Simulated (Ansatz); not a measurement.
Effective masses and thermopower of InP under load (space group Imm2)

Given:

```
CELL_PARAMETERS angstrom
      0.03532     2.97405     2.90022
      2.97405     0.03532     2.90022
      3.00937     3.00937     0.00000
ATOMIC_POSITIONS crystal
  In 0.00203 0.00203 0.99797
  P  0.24797 0.24797 0.25203
```

The numbers are results of PBEsol with spin-orbit coupling, rigid bands (plane waves, PAW; Ansatz, a quantum-chemistry and plane-wave program), not measurements. Condition of this run: uniaxial stress along [110] of -2 GPa (compression positive) (the target of the relaxation). Cell: cell and atoms relaxed with PBEsol, then loaded as said.

- band gap = 0.42 eV
- electron conductivity mass (300 K, dilute) = 0.054 (x), 0.054 (y), 0.047 (z) mₑ
- hole conductivity mass (300 K, dilute) = 0.51 (x), 0.51 (y), 0.40 (z) mₑ
- effective density of states N_c (300 K) = 2.5e17 cm⁻³
- effective density of states N_v (300 K) = 8.8e18 cm⁻³
- density-of-states mass, electrons = 0.046 mₑ
- density-of-states mass, holes = 0.50 mₑ
- Seebeck coefficient, n-type 1e19 cm⁻³, 300 K = -42 μV/K
- Seebeck coefficient, p-type 1e19 cm⁻³, 300 K = 281 μV/K
- best p-type power factor at 300 K for τ = 10 fs (best axis; densities from 1e16 to 1e21 cm⁻³ tried, whether or not they can be reached) = 10.8 μW/(cm·K²) at 3e20 cm⁻³

Rigid bands; masses and Seebeck coefficients take one relaxation time τ for all states and one kind of carrier; polarons and phonon drag are left out.
